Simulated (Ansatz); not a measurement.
The reference is Si in the diamond structure (space group Fd-3m, No. 227).

```
CELL_PARAMETERS angstrom
      0.00000     2.72216     2.72216
      2.72216     0.00000     2.72216
      2.72216     2.72216     0.00000
ATOMIC_POSITIONS crystal
  Si 0.00000 0.00000 0.00000
  Si 0.25000 0.25000 0.25000
```

Cartesian axes are those of the cell as printed.

The values are results of r2SCAN (Ansatz, a first-principles code), without spin-orbit coupling, not measurements.

Now apply this change: uniaxial strain ε_zz = −1.50 %, all other strain components held at zero; the atoms relax in the strained cell.

Question: Predict the stress tensor and what it implies for the stiffness.

Answer: Stress of the strained cell less that of the base (GPa, compression positive):
```
   0.98    0.00    0.00
   0.00    0.98    0.00
   0.00    0.00    2.55
```

Then −Δσ_ii/ε with ε = -0.0150 gives secant stiffness values (nonlinear terms included at this strain): C33 ≈ 170 GPa, C13 ≈ 65 GPa and C23 ≈ 65 GPa.

Stability against distortions was not tested.
